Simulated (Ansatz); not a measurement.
**What isotropic strain −2.00 % does to K**

Take K in the bcc (W type) structure (space group Im-3m, No. 229; a = 5.288 Å; relaxed with 0.1 eV smearing) as the base.

Now apply this change: every lattice vector is shortened by 2.00 %; the atoms relax in the strained cell.

Calculations: PBE/PAW in Ansatz (a first-principles code), no spin-orbit coupling. k-mesh 18×18×18 (Γ-centred); smearing 0.1 eV (Fermi–Dirac).

```csv
quantity,base,changed,shift
space group,Im-3m (No. 229),Im-3m (No. 229),–
energy relative to the base (free energy F),0 meV/atom,+3.1 meV/atom,+3.1 meV/atom
pressure,0.0 GPa,0.2 GPa,+0.2 GPa
band gap,zero,zero,–
```

Whether these cells are dynamically stable was not tested.
